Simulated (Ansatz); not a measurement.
A self-consistent single point of CrB4 (Imm2, 5 atoms in the cell) with Ansatz (an electronic-structure program).

Method: PBEsol, default PAW files made with PBE (plane waves; Ansatz).

```xyz
5
Lattice="-1.4206 2.3592 2.7217 1.4206 -2.3592 2.7217 1.4206 2.3592 -2.7217" Properties=species:S:1:pos:R:3 pbc="T T T"
Cr     0.0000     0.0000     0.0500
B      0.0000     0.9242     1.8624
B      1.4206     1.4350     0.8594
B      1.4206     1.4350    -0.8594
B      0.0000     0.9242     3.5811
```

Reference input (self-consistent single point, DFT, PBEsol, plane waves, default PAW files made with PBE): basis.ecutwfc = 30.9 Ry; kpoints.mp_grid.grid = 10 10 10; hamiltonian.xc = pbesol; hamiltonian.pseudopotentials = {kind: paw} (the program's default PAW files); scf.occupations.method = gaussian; scf.occupations.width = 0.0073 Ry. This run's input differs from it in these lines:

Ansatz 0.2 input:
```diff
@@ -14,3 +14,3 @@
 kpoints:
-  mp_grid: { grid: [10, 10, 10] }
+  mp_grid: { grid: [16, 16, 16] }
 hamiltonian:
@@ -19,3 +19,3 @@
 scf:
-  occupations: { method: gaussian, width: 0.0073 Ry }
+  occupations: { method: fermi_dirac, width: 0.0147 Ry }
 output:
```

Output, abridged:

```
SCF iter   1: F=—  HF=-3961.629310 eV  |F-HF|=—  |Δ(HF+E_count)|=         —  Δρ=1.51e-2  dr2=1.13e-1  ethr=1.77e-3  ⟨swp⟩=5.4  Hψ=52309  notcnv=0
all-band conjugate gradients solve this SCF's bands
preconditioner: auto → Kerker (q_TF=auto, 2.578 Å⁻¹)
SCF iter   2: F=—  HF=-3961.617115 eV  |F-HF|=—  |Δ(HF+E_count)|=   1.22e-2  Δρ=8.25e-3  dr2=3.72e-2  ethr=4.36e-4  ⟨swp⟩=1.0  Hψ=16146  notcnv=0
SCF iter   3: F=—  HF=-3961.610906 eV  |F-HF|=—  |Δ(HF+E_count)|=   6.21e-3  Δρ=1.03e-3  dr2=5.86e-4  ethr=1.43e-4  ⟨swp⟩=1.0  Hψ=11178  notcnv=0
SCF iter   4: F=—  HF=-3961.610860 eV  |F-HF|=—  |Δ(HF+E_count)|=   4.60e-5  Δρ=3.27e-4  dr2=3.94e-5  ethr=2.25e-6  ⟨swp⟩=2.3  Hψ=15809  notcnv=0
SCF iter   5: F=—  HF=-3961.610861 eV  |F-HF|=—  |Δ(HF+E_count)|=   4.87e-7  Δρ=9.57e-5  dr2=3.62e-6  ethr=1.52e-7  ⟨swp⟩=1.8  Hψ=13833  notcnv=0
SCF iter   6: F=—  HF=-3961.610861 eV  |F-HF|=—  |Δ(HF+E_count)|=   4.97e-8  Δρ=2.47e-5  dr2=3.43e-7  ethr=1.39e-8  ⟨swp⟩=2.8  Hψ=18094  notcnv=0
SCF iter   7: F=-3961.610861 eV  HF=-3961.610861 eV  |F-HF|=1.55e-8  |Δ(HF+E_count)|=   3.16e-8  Δρ=6.00e-6  dr2=2.65e-8  ethr=3.85e-10  ⟨swp⟩=4.6  Hψ=41499  notcnv=0
SCF 1 converged in 7 iterations: F = -3961.610861 eV  dr2 = 2.65e-8
Free energy (F): -3961.610861 eV
Internal energy: -3961.509608 eV  (E = F + TS)
E sigma→0 (E₀):  -3961.560234 eV
Entropy (-TS):   -0.101252 eV (-20.250 meV/atom)
Fermi energy:    13.960439 eV
--- Forces (eV/Å), atoms counted from 1 ---
  atom   1  Cr     0.00000000    -0.00000000    -1.28356594
  atom   2  B      0.00000000     0.19874254     0.28312792
  atom   3  B     -0.00000000     0.08728565     0.35866647
  atom   4  B      0.00000000    -0.19874254     0.28312792
  atom   5  B     -0.00000000    -0.08728565     0.35866647
--- Stress (GPa, compression-positive) ---
       -1.106692       0.000000       0.000000
        0.000000      -0.936280      -0.000000
        0.000000      -0.000000       3.562830
  P = ⅓ Tr σ = 0.5066 GPa (5.066 kbar)
  The stress holds the Pulay correction. Without it, at fixed plane waves, as pw.x and ABINIT print it: P = 0.2333 GPa
```

The run converged in 7 iterations. Against the reference run the free energy drops by 8.2 meV/atom, the pressure goes from 0.14 to 0.51 GPa and the largest force goes from 1.255 to 1.284 eV/Å.

The starting cell comes from a database of computed structures (which also holds hypothetical and non-ambient phases and stackings), without a prior relaxation at this level. Its lattice was rescaled by up to half a per cent. One atom was moved a little off its site on purpose. Spin polarisation is off. Forces in this geometry exceed 1 eV/Å. Ansatz's pressure includes its estimate of the finite-basis (Pulay) stress.
